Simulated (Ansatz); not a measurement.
Structures of equal composition on the (110) surface of bcc Mo: a layer of V in place of the second plane; a layer of V in place of the third plane. The slabs share one bottom face, and each structure is named by its start. These are constructed structures in small cells; real faces may alloy, dewet or reconstruct in larger ones, and not all known structures of the face are among them. Slabs of about 11 Å, Fermi-Dirac smearing of 0.1 eV. Bottom of the slabs: a bare face, its two planes held. Relaxed from the named starts with such symmetry as they have, on meshes of like density; energies extrapolated to zero smearing; spin only where a row says so; no spin-orbit coupling, no U. Brackets mark spin-polarised runs, whose order is one that fits the cell.

Method: PBE (plane waves to 420 eV, PAW; Ansatz, a quantum-chemistry and plane-wave program).

Question: Put the candidates in order of energy per 1x1 cell, lowest first, for PBE.

Answer: a layer of V in place of the second plane (0.000 eV [spin start, no net moment]), a layer of V in place of the third plane (0.044 eV [spin start, no net moment])
